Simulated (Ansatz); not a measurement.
**Convergence test for ScHO₂ (Cmc2_1, 8 atoms in the cell)**

```
CELL_PARAMETERS angstrom
      1.61831    -6.41291     0.00000
      1.61831     6.41291     0.00000
      0.00000     0.00000     4.01091
ATOMIC_POSITIONS crystal
  Sc 0.32436 0.67564 0.74972
  Sc 0.67564 0.32436 0.24972
  H  0.98392 0.01608 0.56697
  H  0.01608 0.98392 0.06697
  O  0.71490 0.28510 0.74912
  O  0.28510 0.71490 0.24912
  O  0.93073 0.06927 0.74479
  O  0.06927 0.93073 0.24479
```

Method of the run: HSE06, default PAW files made with PBE (plane waves; Ansatz, a first-principles code).

The starting cell comes from a database of computed structures (which also holds hypothetical and non-ambient phases and stackings), without a prior relaxation at this level. Its lattice was rescaled by a random factor within 2.5 % of one. Ansatz's pressure includes its estimate of the finite-basis (Pulay) stress.

Held fixed: basis.ecutwfc = 420 eV; hamiltonian.xc = hse06; hamiltonian.pseudopotentials = {kind: paw} (the program's default PAW files); scf.occupations.method = gaussian; scf.occupations.width = 0.01 eV.

ΔF is the free energy per atom less that of the last row (6 6 5).

The series runs over kpoints.mp_grid.grid = 3 3 2; 3 3 3; 4 4 3; 6 6 5.

Problem. From which setting on does the gap on the mesh stay within 0.02 eV of the last one?

Solution. From kpoints.mp_grid.grid = 4 4 3 on; the one before it is off by 0.040 eV. Only the last setting checks this, so the series should go further.

| kpoints.mp_grid.grid | ΔF (meV/atom) | pressure (GPa) | largest force (eV/Å) | gap on the mesh (eV) | k-points | iterations |
|---|---|---|---|---|---|---|
| 3 3 2 | -6.7 | 1.25 | 0.126 | 6.408 | 8 | 15 |
| 3 3 3 | 0.78 | 1.61 | 0.047 | 6.370 | 8 | 17 |
| 4 4 3 | -0.44 | 1.59 | 0.050 | 6.335 | 14 | 17 |
| 6 6 5 | 0.00 | 1.62 | 0.045 | 6.330 | 39 | 17 |

Gaps are taken between levels on the mesh.

Keys are those of Ansatz 0.2.
